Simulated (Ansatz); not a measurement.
Take GaSb in the zinc blende structure (space group F-43m, No. 216; a = 6.214 Å) as the base.

Computed with plane-wave PAW DFT at the PBE level (Ansatz, a program for electronic structure, 420 eV), without spin-orbit coupling, earlier PAW set.

For the base:

Shortest interatomic distance: 2.691 Å
Band gap: zero

Perturbation: full substitution Sb → N, then cell and atoms are relaxed.

Tabulated Pauling electronegativity and covalent radius: Sb 2.05, 1.39 Å; N 3.04, 0.71 Å.

Question: What does the calculation give for the shortest interatomic distance and band gap after the change?

Answer: The shortest interatomic distance shrinks by 0.721 Å to 1.970 Å; the band gap goes from zero to 1.54 eV.

With Sb present, leaving out spin-orbit coupling can change the band edges. No phonon test of stability was made. All final runs are without spin polarisation. This is not the structure that GaN has at room temperature and ambient pressure. A zero or small gap of GaSb can be the functional's error rather than a property of the material.
